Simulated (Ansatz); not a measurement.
Model glasses of amorphous InGaZnO4, 64 to 70 atoms (In9Ga9Zn9O36 before any change). Each row is one cell at a composition chosen by hand, melted whole on the CHGNet potential with the anions pushed apart under 1.9 Å, quenched within some picoseconds, far faster than a real film, and relaxed with PBE, scalar-relativistic without spin-orbit coupling (plane waves to 420 eV, PAW; Ansatz, a quantum-chemistry and plane-wave program). Each is the lower in DFT energy of 2 quenches. Cycles of charging and discharging were tried on the cells ahead of these points, and a cell that came back lower was taken. The column on the box says what of it was relaxed with the atoms; held means as the quench left it. Cells that kept moments or hold spare charge are left out, and those that charging annealed.

From the neutral cell one electron is taken away, or one added, and the atoms relax (PBE, the zone centre alone, moment held at 1 μB, uniform background; no image-charge correction, which leaves W too low where the charge is localised). W = E(+1) + E(−1) − 2 E(0) is the cost of moving an electron from one such cell to another; the spacing parts the highest filled and lowest empty level of the neutral cell, which ran without spin polarisation.

Formal charges balance in every cell (each cation at its usual highest valence, Cu and Ag at +1, Sb at +3, H at +1, O at −2, N at −3, F and Cl at −1). R− and R+ are the energies that the atoms' relaxation gave back after the electron was added or removed.

```json
[
 {"cell": "In9Ga9Zn9O37Ba", "change": "+1 Ba, +1 O", "box": "shape", "spacing (eV)": "0.56", "R− (eV)": "0.01", "R+ (eV)": "0.26", "spacing − R− − R+ (eV)": "0.29", "W (eV)": "0.46"},
 {"cell": "In9Ga9Zn9O35F2", "change": "+2 F, −1 O", "box": "volume", "spacing (eV)": "0.59", "R− (eV)": "0.01", "R+ (eV)": "0.19", "spacing − R− − R+ (eV)": "0.39", "W (eV)": "withheld"},
 {"cell": "In9Ga9Zn9O39W", "change": "+3 O, +1 W", "box": "volume and shape", "spacing (eV)": "0.68", "R− (eV)": "0.01", "R+ (eV)": "0.11", "spacing − R− − R+ (eV)": "0.56", "W (eV)": "0.83"},
 {"cell": "In9Ga9Zn9O37Ca", "change": "+1 Ca, +1 O", "box": "shape", "spacing (eV)": "0.81", "R− (eV)": "0.02", "R+ (eV)": "0.14", "spacing − R− − R+ (eV)": "0.65", "W (eV)": "0.81"},
 {"cell": "In9Ga9Zn9O38Ti", "change": "+2 O, +1 Ti", "box": "shape", "spacing (eV)": "1.07", "R− (eV)": "0.01", "R+ (eV)": "0.34", "spacing − R− − R+ (eV)": "0.72", "W (eV)": "0.79"},
 {"cell": "In9Ga9Zn9O37Li2", "change": "+2 Li, +1 O", "box": "shape", "spacing (eV)": "0.94", "R− (eV)": "0.01", "R+ (eV)": "0.12", "spacing − R− − R+ (eV)": "0.81", "W (eV)": "0.93"},
 {"cell": "In9Ga9Zn9O37K2", "change": "+2 K, +1 O", "box": "shape", "spacing (eV)": "0.96", "R− (eV)": "0.01", "R+ (eV)": "0.08", "spacing − R− − R+ (eV)": "0.87", "W (eV)": "1.00"},
 {"cell": "In9Ga9Zn9O41Ta2", "change": "+5 O, +2 Ta", "box": "volume and shape", "spacing (eV)": "1.09", "R− (eV)": "0.01", "R+ (eV)": "0.11", "spacing − R− − R+ (eV)": "0.97", "W (eV)": "1.04"}
]
```

Task: Fit a straight line of the last column on the one before it through the 7 full rows, and predict the withheld value for In9Ga9Zn9O35F2.

Result: Means: x = 0.696, y = 0.837. Slope = Σ(Δx Δy) / Σ(Δx²) = 0.2487 / 0.3044 = 0.817; intercept = 0.837 − (0.817) × 0.696 = 0.268 eV; r.m.s. residual 0.051 eV. Prediction: 0.268 + (0.817) × 0.39 = 0.59 eV. The run gave 0.48 eV, a miss of 0.11 eV, more than twice the residual.

Task: What would a slope of 1 with no intercept mean?

Result: That adding and removing an electron at fixed atoms costs just the level spacing, as it does for levels spread over a large cell, so that W follows by bookkeeping. The fit has 0.817 and 0.268 eV; a departure holds the carrier's repulsion on its site, which raises W, and the uncorrected background, which lowers it.
